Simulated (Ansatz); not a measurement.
Consider ZnS in the zinc blende structure (space group F-43m, No. 216; a = 5.357 Å). Axes: x, y, z lie along the cube axes.

Calculations: Ansatz (an electronic-structure program) PBEsol, no spin-orbit coupling.

Base values:

| Quantity | Result |
|---|---|
| Valley order | Γ 2.09 eV; X along ⟨100⟩ 3.17 eV; L along ⟨111⟩ 3.24 eV |

One thing is altered: uniaxial strain ε_zz = −2.50 %, all other strain components held at zero, atoms relaxed at fixed cell.

Problem. Predict the new valley order and hole mass.

Solution. The valley order (the lowest conduction-band minima on the path, energy above the VBM, named in the base's zone) changes from Γ 2.09 eV; X along ⟨100⟩ 3.17 eV; L along ⟨111⟩ 3.24 eV to Γ 2.13 eV; X along [001] 2.96 eV; X along [100] 3.10 eV; L along [1-11] 3.21 eV; the hole mass comes out as 0.19 mₑ along z, 0.64 mₑ across (at Γ).

The levels and masses belong to the bands next to the band gap. Effective masses come from finite differences of ±0.01 Å⁻¹. Whether these cells are dynamically stable was not tested.
